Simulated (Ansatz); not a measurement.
## Hypothetical CsCl type GaN, response to strain

The reference is GaN in the CsCl type structure (space group Pm-3m, No. 221; a = 2.703 Å; a hypothetical phase, not in the database extracts checked; relaxed with 0.1 eV smearing). Axes: x, y, z lie along the cube axes.

Strains are applied to the cell and any free atomic positions relax; under biaxial strain the out-of-plane vector relaxes too; under stress the whole cell relaxes.

Levels (all Ansatz, an electronic-structure program, PAW): PBEsol (420 eV, no spin-orbit coupling); r2SCAN (500 eV, spin-orbit coupling left out).

Pressures by level, all at the geometries relaxed with PBEsol:

| case | PBEsol | r2SCAN |
|---|---|---|
| base | 0.0 GPa | -0.7 GPa |
| biaxial strain −1.35 %, plane normal [001], relaxed out of plane | 3.3 GPa | 2.8 GPa |
| uniaxial strain ε_zz = +2.39 % | -3.7 GPa | -4.4 GPa |
| uniaxial strain ε_zz = +2.71 % | -4.1 GPa | -4.8 GPa |
| uniaxial strain ε_zz = +4.02 % | -5.8 GPa | -6.5 GPa |
| uniaxial stress, 0.5 GPa compression along z | 0.2 GPa | -0.5 GPa |

Single points use the geometry relaxed with PBEsol. Their cutoffs differ, which shifts pressures a little. Stability under load was not tested beyond the relaxation. The final runs are not spin-polarised.
